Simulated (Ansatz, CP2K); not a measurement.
Code comparison for LaGe3Os (P1, 5 atoms in the cell)

Self-consistent single point, at a second geometry (atoms moved at random). First geometry:

```
CELL_PARAMETERS angstrom
     -2.22445     2.22445     5.09051
      2.22445    -2.22445     5.09051
      2.22445     2.22445    -5.09051
ATOMIC_POSITIONS crystal
  La 0.99834 0.99834 0.00000
  Ge 0.42564 0.42564 0.00000
  Ge 0.25966 0.75966 0.50000
  Ge 0.75966 0.25966 0.50000
  Os 0.65869 0.65869 0.00000
```

Second geometry:
```
CELL_PARAMETERS angstrom
     -2.22445     2.22445     5.09051
      2.22445    -2.22445     5.09051
      2.22445     2.22445    -5.09051
ATOMIC_POSITIONS crystal
  La 0.00855 0.00097 0.01209
  Ge 0.42653 0.43144 0.99694
  Ge 0.24753 0.75865 0.49032
  Ge 0.75898 0.26014 0.50275
  Os 0.66041 0.65079 0.99789
```

Shared settings, as Ansatz (a program for electronic structure) writes them: kpoints.mp_grid.grid = 6 6 6; scf.occupations.method = fermi_dirac; scf.occupations.width = 0.1 eV. Potentials and cutoffs stand in the table.

| code | model | ΔF from the first geometry (meV/atom) | pressure (GPa) | largest force (eV/Å) | cutoff |
|---|---|---|---|---|---|
| CP2K | LDA (Pade form), GPW, DZVP-MOLOPT-SR-GTH basis, GTH-PADE potentials (GTH_POTENTIALS) | 4.2 | -7.14 | 1.181 | grid 500 Ry |
| Ansatz | LDA (PW92), PAW files made with PBE | 14.5 | -3.88 | 1.211 | default |

Size of the force on each atom (eV/Å): Sizes of forces hide their directions.

```tsv
code	La1	Ge2	Ge3	Ge4	Os5
CP2K	0.369	0.281	0.831	0.469	1.181
Ansatz	0.337	0.940	0.891	0.419	1.211
```

On Ansatz's run: spin-orbit coupling is off. Spin polarisation is off.

The spread over the programs that give each value: ΔF from the first geometry within 10.3 meV/atom; pressure within 3.26 GPa; largest force within 0.030 eV/Å.

CP2K uses small atom-centred bases, whose incompleteness enters pressures, forces and empty levels differently from a plane-wave cutoff. Ansatz's pressure is given at a fixed set of plane waves, as the other plane-wave codes print theirs; with its correction for the finite basis it is -3.84 GPa.

The starting cell comes from a database of computed structures (which also holds hypothetical and non-ambient phases and stackings), without a prior relaxation at this level. For this run, on top of that: atoms moved at random.

Keys are those of Ansatz 0.2.
